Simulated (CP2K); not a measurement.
Band structure of MgF2 (Pnnm, 6 atoms in the cell).

```xyz
6
Lattice="4.5794 0.0000 0.0000 0.0000 4.6691 0.0000 0.0000 0.0000 3.0493" Properties=species:S:1:pos:R:3 pbc="T T T"
Mg     2.2897     2.3346     1.5247
Mg     0.0000     0.0000     0.0000
F      3.5987     0.8396     1.5247
F      0.9808     3.8295     1.5247
F      1.3089     1.4950     0.0000
F      3.2705     3.1742     0.0000
```

Method of the run: CP2K with LDA (Pade form), GPW, DZVP-MOLOPT-SR-GTH basis, GTH-PADE potentials (GTH_POTENTIALS).

Settings: CUTOFF = 1000 Ry; REL_CUTOFF = 50 Ry; KPOINTS/SCHEME = MACDONALD 6 6 9 0.08333333333 0.08333333333 0; XC_FUNCTIONAL = PADE; Mg/BASIS_SET = DZVP-MOLOPT-SR-GTH; Mg/POTENTIAL = GTH-PADE-q10; F/BASIS_SET = DZVP-MOLOPT-SR-GTH; F/POTENTIAL = GTH-PADE-q7; METHOD = GPW; EPS_DEFAULT = 1e-10; EXTRAPOLATION = USE_GUESS; NGRIDS = 5; SCF_GUESS = ATOMIC; EPS_SCF = 1e-06.

The starting cell comes from a database of computed structures (which also holds hypothetical and non-ambient phases and stackings), without a prior relaxation at this level. Its lattice was rescaled by a random factor within 2.5 % of one. Values carry the incompleteness of an atom-centred basis.

Predict the gap along the standard path and the places of the band edges.

The gap along the path is 6.67 eV, direct at Γ to within 0.01 eV.

Levels in eV from the top of the valence band on the SCF mesh, bands 21 to 25:
```json
[
 {"point": "Γ", "21": "-0.76", "22": "-0.29", "23": "-0.29", "24": "0.00", "25": "6.67"},
 {"point": "X", "21": "-1.13", "22": "-1.13", "23": "-0.77", "24": "-0.77", "25": "11.54"},
 {"point": "S", "21": "-0.79", "22": "-0.79", "23": "-0.54", "24": "-0.54", "25": "12.85"},
 {"point": "Y", "21": "-0.96", "22": "-0.96", "23": "-0.28", "24": "-0.28", "25": "9.13"},
 {"point": "Z", "21": "-0.97", "22": "-0.97", "23": "-0.38", "24": "-0.38", "25": "9.09"},
 {"point": "U", "21": "-0.73", "22": "-0.73", "23": "-0.60", "24": "-0.60", "25": "12.65"},
 {"point": "R", "21": "-0.54", "22": "-0.54", "23": "-0.48", "24": "-0.48", "25": "13.03"},
 {"point": "T", "21": "-1.00", "22": "-1.00", "23": "-0.69", "24": "-0.69", "25": "10.80"}
]
```

Higher empty bands are left out: an atom-centred basis made for the valence describes them poorly.
